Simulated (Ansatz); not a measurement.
Effect of biaxial strain −0.50 %, plane normal [001], relaxed out of plane on Zr

Start from Zr in the hcp (Mg type) structure (space group P6_3/mmc, No. 194; a = 3.2443 Å, c = 5.1580 Å; relaxed with 0.1 eV smearing). Axes: x lies along a and z along c of the hexagonal cell.

It is then changed as follows: biaxial strain −0.50 %, plane normal [001], relaxed out of plane (Cartesian); in-plane vectors clamped, the third vector and the atoms free.

All numbers come from r2SCAN (Ansatz, a first-principles code), without spin-orbit coupling. Γ-centred 20×20×11 mesh, Fermi–Dirac width 0.1 eV.

Volume per atom: 23.36 Å³ (base 23.51 Å³)
Shortest interatomic distance: 3.190 Å (base 3.187 Å)
Pressure (mean of the normal stresses, compression positive): 0.6 GPa (base 0.0 GPa)
Band gap: zero (base zero)
Out-of-plane strain: +0.38 %
Mean in-plane stress (compression positive): +0.9 GPa

Whether these cells are dynamically stable was not tested. All final runs are without spin polarisation.
